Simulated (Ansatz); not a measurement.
Start from Al in the diamond structure (space group Fd-3m, No. 227; a = 6.050 Å; a hypothetical phase, not in the database extracts checked; relaxed with 0.1 eV smearing). Axes: x, y, z lie along the cube axes.

Method: Kohn–Sham DFT with the PBE functional, run in Ansatz (a quantum-chemistry and plane-wave program) with PAW and 420 eV plane waves, no spin-orbit coupling.

Strains are applied to the cell and any free atomic positions relax.

One change was made to it. Results:

The energy goes up by 6.3 meV/atom; the pressure (mean of the normal stresses, compression positive) goes from zero to 2.4 GPa.

Question: Name the change that was made.
A. isotropic strain +1.11 %
B. uniaxial strain ε_xx = −5.78 %
C. uniaxial strain ε_xx = −1.12 %
D. isotropic strain −2.56 %

Answer: B, uniaxial strain ε_xx = −5.78 %. For comparison, the energy relative to the base in the other runs: isotropic strain +1.11 % gives +3.4 meV/atom; isotropic strain −2.56 % gives +21 meV/atom; uniaxial strain ε_xx = −1.12 % gives +0.2 meV/atom.

Whether these cells are dynamically stable was not tested.
